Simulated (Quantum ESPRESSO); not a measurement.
Quantum ESPRESSO run on CaMg2 (P-3m1, 6 atoms in the cell): self-consistent single point.

Method: LDA (PZ), GBRV 1.5 ultrasoft (LDA) pseudopotentials (plane waves; Quantum ESPRESSO 7.5).

The change in words: lattice scaled by 0.98. Reference geometry:
```xyz
6
Lattice="3.4451 0.0000 0.0000 -1.7225 2.9835 0.0000 0.0000 0.0000 16.8873" Properties=species:S:1:pos:R:3 pbc="T T T"
Ca     1.7225     0.9945     1.6139
Ca     0.0000     1.9890    15.2734
Mg     0.0000     1.9890     4.4919
Mg     1.7225     0.9945    12.3954
Mg     1.7225     0.9945     7.1266
Mg     0.0000     1.9890     9.7607
```

Reference input (self-consistent single point, DFT, LDA (PZ), plane waves, GBRV 1.5 ultrasoft (LDA) pseudopotentials): ecutwfc = 40 Ry; ecutrho = 200 Ry; occupations = smearing; smearing = gaussian; degauss = 0.0073499 Ry; potentials = {Ca: ca_lda_v1.uspp.F.UPF, Mg: mg_lda_v1.4.uspp.F.UPF}; K_POINTS = automatic 8 8 2 0 0 0; conv_thr = 1e-09 Ry; mixing_beta = 0.3. This run's input differs from it in these lines:

```diff
@@ -26,8 +26,8 @@
 ATOMIC_POSITIONS {angstrom}
-Ca    1.72253496    0.99450602    1.61391926
-Ca    0.00000000    1.98901205   15.27338074
-Mg    0.00000000    1.98901205    4.49185293
-Mg    1.72253496    0.99450602   12.39544707
-Mg    1.72253496    0.99450602    7.12660947
-Mg    0.00000000    1.98901205    9.76069053
+Ca    1.68808446    0.97461602    1.58164088
+Ca    0.00000000    1.94923204   14.96791312
+Mg    0.00000000    1.94923204    4.40201587
+Mg    1.68808446    0.97461602   12.14753813
+Mg    1.68808446    0.97461602    6.98407728
+Mg    0.00000000    1.94923204    9.56547672
 K_POINTS {automatic}
@@ -35,5 +35,5 @@
 CELL_PARAMETERS {angstrom}
-   3.44506992     0.00000000     0.00000000
-  -1.72253496     2.98351807     0.00000000
-   0.00000000     0.00000000    16.88730000
+   3.37616893     0.00000000     0.00000000
+  -1.68808446     2.92384806     0.00000000
+   0.00000000     0.00000000    16.54955400
```

Output (repeated stretches shortened):

```
     Self-consistent Calculation

     iteration #  1     ecut=    40.00 Ry     beta= 0.30

     total energy              =    -635.94740924 Ry
     estimated scf accuracy    <      32.71443815 Ry

     iteration #  2     ecut=    40.00 Ry     beta= 0.30

     total energy              =    -608.50649164 Ry
     estimated scf accuracy    <     637.37101518 Ry

     iteration #  3     ecut=    40.00 Ry     beta= 0.30

     total energy              =    -649.47834204 Ry
     estimated scf accuracy    <      11.55250167 Ry

   [... 13 blocks of this kind left out ...]

     iteration # 17     ecut=    40.00 Ry     beta= 0.30

     total energy              =    -650.03154429 Ry
     estimated scf accuracy    <          6.9E-09 Ry

     iteration # 18     ecut=    40.00 Ry     beta= 0.30
     End of self-consistent calculation

     the Fermi energy is     5.4094 ev

!    total energy              =    -650.03154430 Ry
     estimated scf accuracy    <          9.1E-11 Ry
     smearing contrib. (-TS)   =      -0.00148162 Ry
     internal energy E=F+TS    =    -650.03006268 Ry

     convergence has been achieved in  18 iterations

     Forces acting on atoms (cartesian axes, Ry/au):

     atom    1 type  1   force =    -0.00000000    0.00000000    0.00516042
     atom    2 type  1   force =     0.00000000    0.00000000   -0.00516042
     atom    3 type  2   force =     0.00000000   -0.00000000    0.00367246
     atom    4 type  2   force =     0.00000000   -0.00000000   -0.00367246
     atom    5 type  2   force =     0.00000000   -0.00000000   -0.00178548
     atom    6 type  2   force =     0.00000000   -0.00000000    0.00178548

     Total force =     0.009306     Total SCF correction =     0.000050

          total   stress  (Ry/bohr**3)                   (kbar)     P=       -4.42
   0.00001624  -0.00000000   0.00000000            2.39       -0.00        0.00
  -0.00000000   0.00001624   0.00000000           -0.00        2.39        0.00
   0.00000000   0.00000000  -0.00012259            0.00        0.00      -18.03

   JOB DONE.
```

The run converged in 18 iterations. Against the reference run the free energy falls by 12.3 meV/atom, the pressure goes from -1.82 to -0.44 GPa and the largest force goes from 0.150 to 0.133 eV/Å.

The starting cell comes from a database of computed structures (which also holds hypothetical and non-ambient phases and stackings), without a prior relaxation at this level. For this run, on top of that: lattice scaled by 0.98.

Cost on one core of a shared machine: roughly 2 min.
